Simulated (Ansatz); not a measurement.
The parent structure is InP in the zinc blende structure (space group F-43m, No. 216; a = 5.9073 Å). Axes: x, y, z lie along the cube axes.

Level of theory: r2SCAN in Ansatz (plane waves to 500 eV, PAW, without spin-orbit coupling), earlier PAW set.

Before the change:

| Quantity | Value |
|---|---|
| Gap character | direct at Γ |
| Valence-band top at Γ | 0.00, 0.00, 0.00 eV |
| Band gap | 1.02 eV |

One thing is altered: strain tensor (xx, yy, zz, yz, xz, xy) = (+1.98, −1.28, −1.30, +1.12, +0.64, +0.31) %, atoms relaxed at fixed cell.

Question: Predict the new gap character.

Answer: The gap character stays direct at Γ.

Question: What happens to the largest internal atomic displacement?

Answer: The largest internal atomic displacement amounts to 0.013 Å.

Question: How does this affect the stress?

Answer: The stress (xx, yy, zz, yz, xz, xy; compression positive) is (-0.61, 0.94, 0.95, -1.07, -0.58, -0.29) GPa.

Question: How does this affect the valence-band top at Γ?

Answer: The valence-band top at Γ (three highest levels, from the VBM) becomes 0.00, -0.14, -0.27 eV (base: 0.00, 0.00, 0.00 eV).

Question: What does the calculation give for the band gap after the change?

Answer: The band gap shrinks by 0.12 eV (1.02 eV → 0.90 eV).

No phonon test of stability was made. Labels are those of the standard path for the cell's own space group.

Ansatz is a program for electronic structure.
